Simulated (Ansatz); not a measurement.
The reference is MgS in the rock salt structure (space group Fm-3m, No. 225; a = 5.182 Å).

Levels (all Ansatz, a quantum-chemistry and plane-wave program, PAW): PBEsol (420 eV, without spin-orbit coupling); HSE06 (420 eV, scalar-relativistic without spin-orbit coupling).

Its gap is 2.73 eV with PBEsol and 3.83 eV with HSE06.

Perturbation: a hydrostatic pressure of 5 GPa.

With PBEsol the gap becomes 2.84 eV.

Q: If the HSE06 correction stayed the same, what would the HSE06 gap be, and what does the HSE06 run give?

A: A rigid correction of +1.10 eV gives 3.94 eV. The HSE06 run gives 3.97 eV, so the two effects roughly add.

Single points use the geometry relaxed with PBEsol. HSE06 was sampled on its mesh, a few special points and the semilocal edge points, so its gap is an upper bound. Load acts through the strain it causes; cell and atoms are relaxed under it. Whether these cells are dynamically stable was not tested. Competing high-pressure phases were not computed.
